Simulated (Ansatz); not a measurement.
Levels about the gap of amorphous Hf$_{18}$O$_{39}$W (58 atoms in a cell of 774 Å³, 8.63 g/cm³; zone centre alone, so wide bands show as single levels with stretches between that a denser mesh fills), at the geometry that PBE relaxed, where it gives 0.0 GPa on a denser mesh. The participation number counts the atoms over which a state spreads; weights are charges in smoothed Voronoi cells. The levels come from a single point, so bond lengths are those of that geometry. Method of the levels: PBE, scalar-relativistic without spin-orbit coupling (Ansatz, a first-principles code). Sampling: the zone centre alone; Fermi-Dirac width 0.02 eV; no spin polarisation. At PBE the levels at both edges of the gap are localised (band-tail or defect states), and the nearest spread-out levels lie 4.0 eV apart at the zone centre.

The cell was made by melting and quenching with the CHGNet potential and then relaxed with DFT. O atoms were pushed apart under 1.9 Å during the dynamics, to hinder bonds among them. The hot cell started wider than the set density and was brought back towards it in steps. It is the lowest in DFT energy of 2 quenches. It is a model cell: composition and starting density were chosen by hand, and all elements were melted together. No dispersion term was used. Its density started from a set value of 8.85 and ended at 8.63 g/cm³. The simulated quench (nominally 450 K/ps over its main leg) is rapid and tends to freeze in more defects than a deposited or slowly cooled glass has. One small periodic cell is one sample of the glass; other quenches scatter about these values. Volume and shape were free in the relaxation.

| E - E(highest filled), eV | filling | participation number | largest on | weight O | weight Hf | weight W |
|---|---|---|---|---|---|---|
| -0.39 | filled | 23.2 | O, 3 neighbours | 0.95 | 0.05 | 0.01 |
| -0.34 | filled | 14.4 | O, 3 neighbours | 0.95 | 0.05 | 0.00 |
| -0.31 | filled | 18.8 | O, 2 neighbours | 0.94 | 0.06 | 0.00 |
| -0.22 | filled | 17.9 | O, 3 neighbours | 0.95 | 0.05 | 0.00 |
| -0.17 | filled | 8.3 | O, 2 neighbours | 0.95 | 0.05 | 0.00 |
| -0.10 | filled | 18.9 | O, 2 neighbours | 0.94 | 0.05 | 0.00 |
| 0.00 | filled | 9.5 | O, 3 neighbours | 0.95 | 0.04 | 0.01 |
| 3.24 | empty | 4.0 | W, 5 neighbours | 0.41 | 0.13 | 0.46 |
| 3.42 | empty | 3.8 | W, 5 neighbours | 0.41 | 0.11 | 0.48 |
| 3.94 | empty | 26.8 | W, 5 neighbours | 0.45 | 0.45 | 0.10 |
| 4.05 | empty | 24.3 | W, 5 neighbours | 0.44 | 0.43 | 0.13 |
| 4.23 | empty | 21.2 | Hf, 6 neighbours | 0.40 | 0.49 | 0.11 |
| 4.25 | empty | 21.9 | W, 5 neighbours | 0.41 | 0.46 | 0.13 |
| 4.37 | empty | 34.7 | W, 5 neighbours | 0.37 | 0.57 | 0.06 |

Most localised among these is the empty level at +3.42 eV, on a W atom, which has 5 neighbours (O 1.79 Å, O 1.81 Å, O 1.88 Å, O 1.90 Å, O 1.96 Å).
